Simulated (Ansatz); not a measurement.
Start from MgO in the rock salt structure (space group Fm-3m, No. 225).

```yaml
crystal:
  lattice:
    - [0.00000, 2.10706, 2.10706]
    - [2.10706, 0.00000, 2.10706]
    - [2.10706, 2.10706, 0.00000]
  atoms:
    - { symbol: O, position: [0.00000, 0.00000, 0.00000] }
    - { symbol: Mg, position: [0.50000, 0.50000, 0.50000] }
```

Cartesian axes are those of the cell as printed.

Method: PBEsol in Ansatz (plane waves to 420 eV, PAW, scalar-relativistic without spin-orbit coupling).

For the base:

The band gap comes out as 4.62 eV and the valence-band top at Γ comes out as 0.00, 0.00, 0.00 eV.

The change: the cell is stretched by 0.35 % along y with no lateral relaxation, atoms relaxed at fixed cell.

Task: How does this affect the band gap and valence-band top at Γ?

Result: The band gap falls by 0.04 eV, from 4.62 eV to 4.58 eV; the valence-band top at Γ (three highest levels, from the VBM) goes from 0.00, 0.00, 0.00 eV to 0.00, -0.01, -0.01 eV.

The cells carry an imposed strain or load. No phonon test of stability was made.

Ansatz is a program for electronic structure.
